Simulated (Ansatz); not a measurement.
Take BeTe in the zinc blende structure (space group F-43m, No. 216; a = 5.664 Å) as the base.

Now apply this change: an isotropic linear strain of +1.50 %, atoms relaxed at fixed cell.

Level of theory: PBE (Ansatz, a program for electronic structure), scalar-relativistic without spin-orbit coupling.

Base, band edges from the VBM (valence, conduction): X -2.58, 2.03; W -3.12, 5.30; L -1.10, 3.04; Γ 0.00, 3.64; K -2.17, 2.74; U -2.17, 2.74 eV.

Problem. Give the band edges at the high-symmetry points of the new zone, measured from its valence-band maximum.

Solution. 
```
point  valence edge (eV)  conduction edge (eV)
-----  -----------------  --------------------
Γ                   0.00                  3.39
X                  -2.42                  2.13
U                  -2.04                  2.80
K                  -2.04                  2.80
L                  -1.03                  2.92
W                  -2.92                  5.27
```

The gap is 2.13 eV, indirect, Γ → X.

With Te present, leaving out spin-orbit coupling can change the band edges. No phonon test of stability was made.
